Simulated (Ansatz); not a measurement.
Here is the system:

```
AgCl
1.0
    0.00000     2.72671     2.72671
    2.72671     0.00000     2.72671
    2.72671     2.72671     0.00000
Ag Cl
1 1
Direct
  0.00000   0.00000   0.00000
  0.50000   0.50000   0.50000
```

No spin polarisation.

All numbers come from Ansatz (a program for electronic structure) PBE, without spin-orbit coupling. Γ-centred 10×10×10 mesh, Fermi–Dirac width 0.05 eV.

Problem. What is the computed width of the top valence band?

Solution. 2.53 eV.

Problem. What gap character does the calculation give?

Solution. Indirect, L → Γ.

Problem. Predict the band gap.

Solution. 0.90 eV.

Load acts through the strain it causes; cell and atoms are relaxed under it. Whether these cells are dynamically stable was not tested. The cell was made from AgCl in the rock salt structure (space group Fm-3m, No. 225) by this change: pressure 4.5 GPa.
